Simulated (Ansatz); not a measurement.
TiSi₂ (Fddd, No. 70), treated with PBEsol (plane waves, PAW; Ansatz, a quantum-chemistry and plane-wave program).

Numerical settings: plane-wave cutoff 520 eV, 16×16×16 k mesh, Fermi–Dirac smearing 0.05 eV, no spin polarisation, scalar-relativistic PAW data made under PBE.

Cell (relaxed at this level):

Space group Fddd, origin choice 1 (No. 70); a = 4.7594 Å, b = 8.1765 Å, c = 8.5022 Å, α = β = γ = 90.00°

```csv
atom,site,symmetry,x,y,z
Ti,8b,222,0.5000,0.5000,0.5000
Si,16f,.2.,0.0000,0.1637,0.0000
```
(The calculation used a cell of 6 atoms; values per cell refer to that cell.)

Task: Predict the bulk modulus B0.

Result: 
* **bulk modulus B0**: 152 GPa

The run finds no gap.

Note: the bulk modulus is −V dP/dV from two relaxed cells at ±2 % in volume.

Computed values are for the static lattice.
